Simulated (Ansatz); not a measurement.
Take KBr in the rock salt structure (space group Fm-3m, No. 225; a = 6.549 Å) as the base. Axes: x, y, z lie along the cube axes.

Computed with PBEsol/PAW in Ansatz (a quantum-chemistry and plane-wave program), no spin-orbit coupling.

Base values:

The valence-band top at Γ is 0.00, 0.00, 0.00 eV and the valley order is Γ 4.34 eV; X along ⟨100⟩ 5.72 eV.

One thing is altered: compressive biaxial strain of 2.00 % in the plane normal to [001], as in epitaxy on a mismatched substrate; the out-of-plane cell vector and the atoms relax.

Task: What does the calculation give for the out-of-plane strain after the change?

Result: The out-of-plane strain amounts to +0.55 %.

Task: Estimate the effect on the valence-band top at Γ.

Result: The valence-band top at Γ (three highest levels, from the VBM) changes from 0.00, 0.00, 0.00 eV to 0.00, 0.00, -0.02 eV.

Task: Estimate the effect on the energy relative to the base.

Result: The energy increases by 3.9 meV/atom.

Task: What does the calculation give for the valley order after the change?

Result: The valley order (the lowest conduction-band minima on the path, energy above the VBM, named in the base's zone) becomes Γ 4.42 eV; X along [100] 5.65 eV; X along [001] 5.68 eV (base: Γ 4.34 eV; X along ⟨100⟩ 5.72 eV).

The levels and masses belong to the bands next to the band gap. Whether these cells are dynamically stable was not tested.
